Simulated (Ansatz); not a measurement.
# C: element substitutions

Take C in the diamond structure (space group Fd-3m, No. 227; a = 3.554 Å) as the base.

Each row replaces one element on all its sites; cell and atoms are relaxed.

Levels (all Ansatz, a first-principles code, PAW): PBEsol (420 eV, no SOC); r2SCAN (500 eV, no SOC).

Pressures by level, all at the geometries relaxed with PBEsol:

```
case     PBEsol   r2SCAN
------  -------  -------
base    0.0 GPa  2.5 GPa
C → Au  0.0 GPa  1.7 GPa
C → Be  0.0 GPa  1.5 GPa
C → Pd  0.0 GPa  2.3 GPa
```

Single points use the geometry relaxed with PBEsol. Their cutoffs differ, which shifts pressures a little. Whether these cells are dynamically stable was not tested. As relaxed here, Au, Be and Pd are hypothetical phases, not in the database extracts checked. The final runs are not spin-polarised. Pd lies near a magnetic instability that expansion can trigger; it was not tested. Pd has a high density of states at the Fermi level and may be magnetic at this level.
